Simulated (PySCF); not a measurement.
PySCF 2.14.0, MP2 (frozen core)/cc-pvdz: Se(iPr)(GeH3) (CC(C)[Se][GeH3]), 15 atoms. The geometry is a generated start, not checked to be a minimum at this level.

```
Item                                                   Value
-------------------------------  ---------------------------
task                                                     mp2
basis                                                cc-pvdz
two-electron scheme              exact four-centre integrals
frozen core                                             true
mf.init_guess                                minao (default)
mf.DIIS                                      CDIIS (default)
mf.diis_space                                    8 (default)
mf.conv_tol                                  1e-09 (default)
basis functions (reference run)                          146
```

On 4 threads, 1 BLAS thread. Build: conda-forge: OpenMP (GNU), OpenBLAS with its own threads, libcint, Libxc. Single runs; times are not shown.

Values of mol.max_memory tried: 8000 MB, 4000 MB, 2000 MB, 1000 MB, 500 MB, 300 MB, 200 MB.

### Question
What happens as the memory setting falls?

### Answer
It runs down to 200 MB, the lowest tried, with the same result. At 8000 MB: SCF integrals in memory, transformation in memory. From 500 MB down: direct SCF, transformation through a file.

```
mol.max_memory                                               path  peak memory
--------------  -------------------------------------------------  -----------
8000 MB         SCF integrals in memory, transformation in memory     0.69 GiB
4000 MB         SCF integrals in memory, transformation in memory     0.69 GiB
2000 MB         SCF integrals in memory, transformation in memory     0.69 GiB
1000 MB         SCF integrals in memory, transformation in memory     0.69 GiB
500 MB                  direct SCF, transformation through a file     0.54 GiB
300 MB                  direct SCF, transformation through a file     0.54 GiB
200 MB                  direct SCF, transformation through a file     0.54 GiB
```

Peak memory is the kernel's count for the largest process, libraries included and scratch files not. The peak passes the setting at 500 MB, 300 MB, 200 MB: it is no hard cap. MP2's transformation through a file may take 2000 MB even at lower settings.
